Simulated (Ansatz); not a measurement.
# Ansatz run on C (Cmce, 4 atoms in the cell): self-consistent single point

Method of the run: PBE (plane waves, PAW; Ansatz, an electronic-structure program).

Input:

Ansatz 0.2 input:
```yaml
crystal:
  lattice:
    - [1.105031, -3.494241, 0.000000]
    - [1.105031, 3.494241, 0.000000]
    - [0.000000, 0.000000, 2.918848]
  atoms:
    - { symbol: C, position: [0.398320, 0.601680, 0.580560] }
    - { symbol: C, position: [0.601680, 0.398320, 0.419440] }
    - { symbol: C, position: [0.898320, 0.101680, 0.919440] }
    - { symbol: C, position: [0.101680, 0.898320, 0.080560] }
basis:
  ecutwfc: 420.0
kpoints:
  mp_grid: { grid: [10, 10, 8] }
hamiltonian:
  xc: pbe
  pseudopotentials: { kind: paw }
scf:
  occupations: { method: cold, width: 0.2 }
output:
  forces: true
  eigenvalues: true
  stress: true
```

Output (repeated stretches shortened):

```
WARN ansatz: RAYON_NUM_THREADS=1 ignored (pool sized by the plan → 1); use --threads N
Pseudopotentials: kind: paw
Pseudopotential: C, paw, valence charge 4
Crystal: 4 atoms, lattice volume = 22.541 Å³
Basis set: ecut = 420 eV, 429 PW (Γ), exchange–correlation on 50×50×40 points (8 copies of the dense FFT grid, shifted against one another)
Bands: 12, of which v1, the nominal top of the filled ones, is band 8 counted from 1 (7 counted from 0)
Symmetry: 8 space group operations
Space group: Cmce (ITA 64), of the structure as read, at distance tolerance 2.8e-5 Å
k-points: 155 of 800
Initial density: superposition of atomic densities (neutral atoms: chi_scale 0, normalization atom), corrected by the library's trained network
Initial wavefunctions: pseudopotential atomic-orbital guess
Eigensolver: davidson
Functional: x = pbe(κ = 0.804, μ = 0.2195149727645171), c = pbe(β = 0.06672455060314922)
SCF iter   1: F=—  HF=-993.028775 eV  |F-HF|=—  |Δ(HF+E_count)|=         —  Δρ=1.50e-2  dr2=4.89e-2  ethr=1.77e-3  ⟨swp⟩=5.2  Hψ=10525  notcnv=0
all-band conjugate gradients solve this SCF's bands
preconditioner: auto → none
SCF iter   2: F=—  HF=-993.022604 eV  |F-HF|=—  |Δ(HF+E_count)|=   6.17e-3  S|Δr|=    0.00e0  Δρ=8.64e-3  dr2=1.73e-2  ethr=3.05e-4  ⟨swp⟩=1.0  Hψ=3100  notcnv=0
SCF iter   3: F=—  HF=-993.018902 eV  |F-HF|=—  |Δ(HF+E_count)|=   3.70e-3  S|Δr|=    0.00e0  Δρ=8.21e-4  dr2=6.77e-5  ethr=1.08e-4  ⟨swp⟩=2.1  Hψ=2726  notcnv=0
SCF iter   4: F=—  HF=-993.018936 eV  |F-HF|=—  |Δ(HF+E_count)|=   3.37e-5  S|Δr|=    0.00e0  Δρ=1.12e-4  dr2=2.27e-6  ethr=4.23e-7  ⟨swp⟩=2.2  Hψ=3017  notcnv=0
SCF iter   5: F=-993.018935 eV  HF=-993.018935 eV  |F-HF|=1.80e-8  |Δ(HF+E_count)|=   7.61e-7  S|Δr|=    0.00e0  Δρ=1.85e-5  dr2=2.80e-8  ethr=6.25e-10  ⟨swp⟩=7.1  Hψ=9807  notcnv=0
SCF 1 converged in 5 iterations: F = -993.018935 eV  dr2 = 2.80e-8
SCF converged after 5 iterations
Stability not checked (fill_not_monotonic)
Free energy (F): -993.018935 eV
Harris-Foulkes:  -993.018935 eV  (|F-HF|=1.80e-8)
Internal energy: -993.021505 eV  (E = F + TS)
E sigma→0 (E₀):  -993.019791 eV
Entropy (-TS):   0.002570 eV (0.642 meV/atom)
Fermi energy:    13.154352 eV
--- Per-component energies (eV) ---
  E_band       = 76.904906
  E_kinetic    = 368.536964
  E_local      = -256.563056  (includes V_loc(G=0)·N_el)
  E_nonlocal   = 111.855218
  E_hartree    = 60.042605
  E_xc         = -194.856171
  E_vxc        = -241.901038  (∫ρ·V_xc dr)
  E_paw        = -395.753026  (= ΣΔE_a)
  E_vpaw       = -25.109742  (= ΣTr[D̂ρ^β])
  E_aug_tail   = 0.000025  (compensation charges beyond the density's cutoff)
  E_ewald      = -686.284063
  E_smearing   = 0.002570  (= −TS)
  E_closure    = -0.000000  (closes the sum)
  Σ components = -993.018935   (vs F -993.018935, Δ=0.00e0)
--- Forces (eV/Å), atoms counted from 1 ---
  atom   1  C     -0.00000000    -1.57683064     3.48638708
  atom   2  C     -0.00000000     1.57683064    -3.48638708
  atom   3  C     -0.00000000    -1.57683064    -3.48638708
  atom   4  C      0.00000000     1.57683064     3.48638708
  max |Σ_I F_I| component: 4.44e-16 eV/Å
--- Stress (GPa, compression-positive) ---
      137.590232       0.000000       0.000000
        0.000000      31.824140       0.000000
        0.000000       0.000000      24.890723
  P = ⅓ Tr σ = 64.7684 GPa (647.684 kbar)
  The stress holds the Pulay correction. Without it, at fixed plane waves, as pw.x and ABINIT print it: P = 63.9691 GPa
--- Band table (eV; the first three rows and the last of 155) ---
  k-point 0: bands = ["-9.0019", "-0.5828", "2.5607", "5.6466", "7.0957", "10.8044", "11.7489", "13.8997", "14.7112", "15.4176", "20.0768", "24.3191"]
  k-point 1: bands = ["-8.7890", "-0.9690", "2.7699", "4.2095", "9.1941", "10.7316", "10.9677", "13.5665", "13.8984", "16.2706", "21.2946", "23.9637"]
  k-point 2: bands = ["-8.1545", "-2.2360", "3.3641", "3.4824", "9.0070", "10.7179", "11.4341", "12.7492", "13.8203", "17.3927", "23.2843", "23.5720"]
  k-point 154: bands = ["-4.9998", "-4.9998", "0.6482", "0.6482", "12.7113", "12.7113", "13.1799", "13.1799", "16.6128", "16.6128", "23.1710", "23.1710"]
```

The run converged in 5 iterations.

The starting cell was generated: these elements placed on a structure prototype, without a prior relaxation; it need not be a known phase or ordering of this composition. Its lattice was rescaled by a random factor within 2.5 % of one. With a pressure of about 65 GPa the cell is away from its equilibrium volume at this level. Forces in this geometry exceed 1 eV/Å. Ansatz's pressure includes its estimate of the finite-basis (Pulay) stress. Without the estimate this run gives 63.97 GPa.
